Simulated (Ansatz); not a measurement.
Base system: HfS2 in the CdI2 type structure (space group P-3m1, No. 164; layered, stacked along the Cartesian z axis).

```
CELL_PARAMETERS angstrom
      3.54747     0.00000     0.00000
     -1.77373     3.07220     0.00000
      0.00000     0.00000     5.57685
ATOMIC_POSITIONS crystal
  Hf 0.00000 0.00000 0.00000
  S  0.66667 0.33333 0.26190
  S  0.33333 0.66667 0.73810
```

Computed with DFT with PBEsol-D3(BJ), PAW potentials and a 420 eV plane-wave cutoff in Ansatz (a quantum-chemistry and plane-wave program), no spin-orbit coupling.

Before the change:

```
Quantity                         Value
-----------------------------  -------
Width of the top valence band  2.39 eV
```

One thing is altered: an isotropic linear strain of −2.00 %; the atoms relax in the strained cell.

Question: What happens to the width of the top valence band?

Answer: The width of the top valence band grows by 0.23 eV (2.39 eV → 2.62 eV).

Question: How does this affect the largest internal atomic displacement?

Answer: The largest internal atomic displacement amounts to 0.053 Å.

Question: What happens to the energy relative to the base?

Answer: The energy grows by 13 meV/atom.

Spin-orbit coupling, missing from the scalar runs, can matter with Hf. The levels and masses belong to the bands next to the band gap. Stability against distortions was not tested.
